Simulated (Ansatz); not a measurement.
Amorphous Si10Al16O44, 70 atoms at 2.42 g/cm³, one PBE-relaxed geometry, zone centre. Methods: PBE, scalar-relativistic without spin-orbit coupling (Ansatz, a quantum-chemistry and plane-wave program); r2SCAN, scalar-relativistic without spin-orbit coupling (Ansatz); HSE06, scalar-relativistic without spin-orbit coupling (Ansatz). Plane waves to 420 eV (r2SCAN 500 eV); exact exchange is cut at the cell's faces. At PBE the levels at the filled edge of the gap are localised (band-tail or defect states), and the nearest spread-out levels lie 4.6 eV apart at the zone centre. All rungs ran without spin polarisation.

The cell was made by melting and quenching with the CHGNet potential and then relaxed with DFT. O atoms were pushed apart under 1.9 Å during the dynamics, to hinder bonds among them. The hot cell started wider than the set density and was brought back towards it in steps. It is the lowest in DFT energy of 2 quenches. It is a model cell: composition and starting density were chosen by hand, and all elements were melted together. No dispersion term was used. Its density started from a set value of 2.35 and ended at 2.42 g/cm³. Cooling (nominally 83 K/ps over its main leg) ran many orders faster than in experiment, which tends to leave more defects and strain. A cell of this size samples the disorder only roughly. Volume and shape were free in the relaxation.

The relaxation ran on the zone centre alone. At PBE the level gap is 4.12 eV on a 2×2×2 Γ-centred mesh, and the spacing at the zone centre alone 4.12 eV.

Task: What zone-centre spacing does r2SCAN give, roughly?

Result: 4.74 eV (+0.62 eV against PBE).

Task: What zone-centre spacing does HSE06 give, roughly?

Result: 5.83 eV (+1.71 eV against PBE).

The highest filled and the lowest empty state spread over these numbers of atoms (participation numbers): PBE: 2.0 and 59.0; r2SCAN: 1.9 and 58.4; HSE06: 1.9 and 58.3.
